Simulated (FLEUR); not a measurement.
Troubleshooting FLEUR: a failed run on Si₂SrPd₂ (I4/mmm, 5 atoms in the cell). The aim is a self-consistent single point with DFT, LDA (Vosko-Wilk-Nusair), all-electron FLAPW (FLEUR), scalar-relativistic valence.

Cell that was meant: a = 5.8027 Å, b = 5.8027 Å, c = 5.8027 Å, α = 136.40°, β = 136.40°, γ = 63.36°.

Part of the input:

```xml
   <atomSpecies>
      <species name="Silicon (Si)" element="Si" atomicNumber="14">
         <mtSphere radius="2.13" gridPoints="751" logIncrement="0.015"/>
         <atomicCutoffs lmax="2" lnonsphr="2"/>
         <electronConfig flipSpins="F">
            <coreConfig>(1s1/2) (2s1/2) (2p1/2) (2p3/2)</coreConfig>
            <valenceConfig>(3s1/2) (3p1/2) (3p3/2)</valenceConfig>
[...]
      </species>
      <species name="Strontium (Sr)" element="Sr" atomicNumber="38">
         <mtSphere radius="2.63" gridPoints="925" logIncrement="0.014"/>
         <atomicCutoffs lmax="2" lnonsphr="2"/>
         <electronConfig flipSpins="F">
            <coreConfig>(1s1/2) (2s1/2) (2p1/2) (2p3/2) (3s1/2) (3p1/2) (3p3/2) (3d3/2) (3d5/2)</coreConfig>
            <valenceConfig>(4s1/2) (4p1/2) (4p3/2) (5s1/2)</valenceConfig>
[...]
      </species>
      <species name="Palladium (Pd)" element="Pd" atomicNumber="46">
         <mtSphere radius="2.16" gridPoints="761" logIncrement="0.017"/>
         <atomicCutoffs lmax="2" lnonsphr="2"/>
         <electronConfig flipSpins="F">
            <coreConfig>(1s1/2) (2s1/2) (2p1/2) (2p3/2) (3s1/2) (3p1/2) (3p3/2) (4s1/2) (3d3/2) (3d5/2)</coreConfig>
            <valenceConfig>(4p1/2) (4p3/2) (5s1/2) (4d3/2) (4d5/2)</valenceConfig>
```

Output, abridged:

```
      Welcome to FLEUR        (www.flapw.de)
      MaX-Release 8.1          (www.max-centre.eu)

 ========== k-point set info ==========
 Selected k-point list: default-1
 k-point list type: mesh
 5 x 5 x 5
 Number of k points: 18

 ------------Calculation Setup---------------------------
           1           2           3           6           9          18
 Number of basis functions:          613
************FLEUR-Warning*****************
Error message: Too low eigenvalue detected
Error occurred in subroutine: fermi
Hint: If the lowest eigenvalue is more than 1Htr below the lowest energy parameter, you probably have picked up a ghoststate
Error from PE:0/1
Warnings not ignored. To make the warning nonfatal create a file 'JUDFT_WARN_ONLY' in the working directory or start FLEUR with the -warn_only command line option.
```

Task: From the messages shown, name the fault and mend the input.

Result: The fault is too low an angular cutoff in the spheres; here the program stops on it instead of giving results. To fix it, raise the angular cutoff. The program stopped with an error.

An input that runs soundly differs in these lines (not the only fix; some lines may just follow from the change or write a value another way):
```diff
-         <atomicCutoffs lmax="2" lnonsphr="2"/>
+         <atomicCutoffs lmax="8" lnonsphr="6"/>
-         <atomicCutoffs lmax="2" lnonsphr="2"/>
+         <atomicCutoffs lmax="10" lnonsphr="8"/>
-         <atomicCutoffs lmax="2" lnonsphr="2"/>
+         <atomicCutoffs lmax="8" lnonsphr="6"/>
```

With that input, the run converged in 16 iterations: free energy E − TS -376582.1603 eV; Fermi level (on the code's own zero) 9.42 eV; largest force (vector length) 0.376 eV/Å (DFT, LDA (Vosko-Wilk-Nusair), all-electron FLAPW (FLEUR), scalar-relativistic valence).

On the sound input: the starting cell comes from a database of published, mostly measured structures (it also holds non-ambient and calculated ones), without a prior relaxation at this level. Spin polarisation is off. Values depend on the basis (sphere radii, cutoffs, local orbitals), which need not be converged.
